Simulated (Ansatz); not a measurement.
## W: energy against volume

W (bcc, Im-3m, 15.691 Å³/atom and stress up to 0.01 GPa in the relaxed cell, cube axes along x, y and z) under an equal strain ε along all three axes. PBEsol in Ansatz, a plane-wave DFT program (PAW, default set), 420 eV, 29×29×29 Γ-centred mesh, Fermi-Dirac smearing 0.10 eV.

Here V stands for volume and E for E less E0.

| volume (Å³/atom) | E less E0 (meV/atom) | pressure (GPa) |
|---|---|---|
| 14.3206 | ? | ? |
| 14.7680 | 60.44 | 22.18 |
| 14.9952 | 33.42 | 16.08 |
| 15.2248 | 14.59 | 10.36 |
| 15.4566 | 3.57 | 5.01 |
| 15.6908 | 0.00 | 0.00 |
| 15.9273 | 3.54 | -4.68 |
| 16.1662 | 13.87 | -9.06 |
| 16.4075 | 30.66 | -13.14 |
| 16.6512 | 53.61 | -16.94 |

### Question
Fit E against V with the third-order Birch-Murnaghan form, a cubic in V^(-2/3), and predict the withheld value at V = 14.3206.

### Answer
With u = V^(-2/3) - 0.160, the rows have u = 0.006132, 0.004449, 0.002792, 0.001160, -0.000448, -0.002031, -0.003591, -0.005128, -0.006643. Least squares gives E = 0.271 + 1222.4·u + 1397012·u² + 632560·u³. Residuals (row less fit): -0.002, 0.003, 0.002, 0.000, -0.004, -0.006, 0.003, 0.006, -0.005; standard error 0.005 (degrees of freedom: 5). Its minimum lies at u = -0.000438, so V0 = (0.159562)^(-3/2) = 15.69. There d²E/du² = 2792000 and d³E/du³ = 3795000, so B0 = (4/9) × 15.69^(-7/3) × 2792000 × 0.160218 = 323 GPa (the last factor turns the table's units into GPa), and B0' = 4 + (2/3) × 0.159562 × (3795000)/2792000 = 4.1. B0' rests on the cubic coefficient alone and has a standard error of 0.1 from these residuals. At the withheld row, u = 0.009574, so E = 0.271 + 1222.4 × 0.009574 + 1397012 × 0.009574² + 632560 × 0.009574³ = 140.582 meV/atom. The calculation gives 140.64 meV/atom, 0.058 meV/atom above the prediction (0.0 % of the range of E in the table). The row lies outside the fitted rows, so this is an extrapolation. The scatter of the fitted rows lies at the last printed digit.

In a metal these values are sensitive to mesh and smearing; energies are taken to zero smearing, stresses follow the free energy. Spin-orbit coupling is left out, which can shift these values for the heavy elements here. Other structures, which can take over under pressure, weren't tried. The same form fitted to the pressure column gives B0' = 4.2; series where the two differ by over 0.4 aren't shown. Rows are the converged runs of the series near zero and its far end, less any whose ions stayed unrelaxed beside relaxed ones; series whose fitted rows scatter by over a few per cent of the range, as at a crossing or softening among them, aren't shown in this form.
